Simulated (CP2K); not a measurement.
CP2K run on SrNiF₆ (R-3m, 8 atoms in the cell): self-consistent single point.

Level of theory: CP2K with LDA (Pade form), GPW, DZVP-MOLOPT-SR-GTH basis, GTH-PADE potentials (GTH_POTENTIALS).

```
CELL_PARAMETERS angstrom
      4.75951     0.00000     0.00000
     -0.78059     4.69506     0.00000
     -0.78059    -0.92108     4.60382
ATOMIC_POSITIONS crystal
  Sr 0.50000 0.50000 0.50000
  Ni 0.00000 0.00000 0.00000
  F  0.72210 0.72210 0.06795
  F  0.27790 0.27790 0.93205
  F  0.06795 0.72210 0.72210
  F  0.93205 0.27790 0.27790
  F  0.72210 0.06795 0.72210
  F  0.27790 0.93205 0.27790
```

Reference input (self-consistent single point, DFT PBEsol, GPW, DZVP-MOLOPT-SR-GTH basis, GTH-PBE potentials (GTH_POTENTIALS)): CUTOFF = 600 Ry; REL_CUTOFF = 60 Ry; KPOINTS/SCHEME = MONKHORST-PACK 5 5 5; XC_FUNCTIONAL = PBE:PBESOL; Sr/BASIS_SET = DZVP-MOLOPT-SR-GTH; Sr/POTENTIAL = GTH-PBE-q10; Ni/BASIS_SET = DZVP-MOLOPT-SR-GTH; Ni/POTENTIAL = GTH-PBE-q18; F/BASIS_SET = DZVP-MOLOPT-SR-GTH; F/POTENTIAL = GTH-PBE-q7; METHOD = GPW; EPS_DEFAULT = 1e-10. This run's input differs from it in these lines:

```diff
@@ -38,6 +38,3 @@
     &XC
-      &XC_FUNCTIONAL
-        &PBE
-          PARAMETRIZATION PBESOL
-        &END PBE
+      &XC_FUNCTIONAL PADE
       &END XC_FUNCTIONAL
@@ -79,3 +76,3 @@
       BASIS_SET DZVP-MOLOPT-SR-GTH
-      POTENTIAL GTH-PBE-q10
+      POTENTIAL GTH-PADE-q10
     &END KIND
@@ -83,3 +80,3 @@
       BASIS_SET DZVP-MOLOPT-SR-GTH
-      POTENTIAL GTH-PBE-q18
+      POTENTIAL GTH-PADE-q18
     &END KIND
@@ -87,3 +84,3 @@
       BASIS_SET DZVP-MOLOPT-SR-GTH
-      POTENTIAL GTH-PBE-q7
+      POTENTIAL GTH-PADE-q7
     &END KIND
```

The program printed (abridged):

```
 SCF WAVEFUNCTION OPTIMIZATION

  Step     Update method      Time    Convergence         Total energy    Change
     1 NoMix/Diag. 0.40E+00      -     1.91868948      -345.6140379805 -3.46E+02
     2 Broy./Diag. 0.40E+00      -     0.69871460      -344.2409390384  1.37E+00
     3 Broy./Diag. 0.40E+00      -     0.51716447      -340.9805022100  3.26E+00
     4 Broy./Diag. 0.40E+00      -     0.08646614      -346.3381000955 -5.36E+00
     5 Broy./Diag. 0.40E+00      -     0.00702270      -345.5820219963  7.56E-01
     6 Broy./Diag. 0.40E+00      -     0.00182882      -345.4432464469  1.39E-01
   [... 5 lines left out ...]
    12 Broy./Diag. 0.40E+00      -     0.00000117      -345.4221646654  1.98E-05
    13 Broy./Diag. 0.40E+00      -     0.00000027      -345.4221702423 -5.58E-06
    14 Broy./Diag. 0.40E+00      -     0.00000014      -345.4221711113 -8.69E-07
    15 Broy./Diag. 0.40E+00      -     0.00000003      -345.4221715833 -4.72E-07
  *** SCF run converged in    15 steps ***

  Overlap energy of the core charge distribution:               0.00000000000002
  Self energy of the core charge distribution:               -699.43530433135311
  Core Hamiltonian energy:                                    192.38775719370952
  Hartree energy:                                             209.74446224897500
  Exchange-correlation energy:                                -48.11908669458865

  Total energy:                                              -345.42217158325730

                     Mulliken Population Analysis

 #  Atom  Element  Kind  Atomic population                           Net charge
       1     Sr       1          8.577463                              1.422537
       2     Ni       2         17.668342                              0.331658
   [... lines left out ...]

 STRESS| Analytical stress tensor [bar]
 STRESS|                        x                   y                   z
 STRESS|      x       -1.07493970123E+05  -2.11946163377E+03  -2.58567453463E+03
 STRESS|      y       -2.11946163377E+03  -1.08198828626E+05  -3.05111874019E+03
 STRESS|      z       -2.58567453463E+03  -3.05111874019E+03  -1.09419798783E+05
 STRESS| 1/3 Trace                                            -1.08370865844E+05
```

The run converged in 15 iterations. Against the reference run the pressure goes from -4.69 to -10.84 GPa, the largest force goes from 0.397 to 0.816 eV/Å and the gap on the mesh goes from 1.156 to 1.061 eV.

The starting cell comes from a database of computed structures (which also holds hypothetical and non-ambient phases and stackings), without a prior relaxation at this level. Its lattice was rescaled by a random factor within 2.5 % of one. Values carry the incompleteness of an atom-centred basis. With a pressure of about -11 GPa the cell is away from its equilibrium volume at this level.

Cost on one core of a shared machine: roughly 50 s.
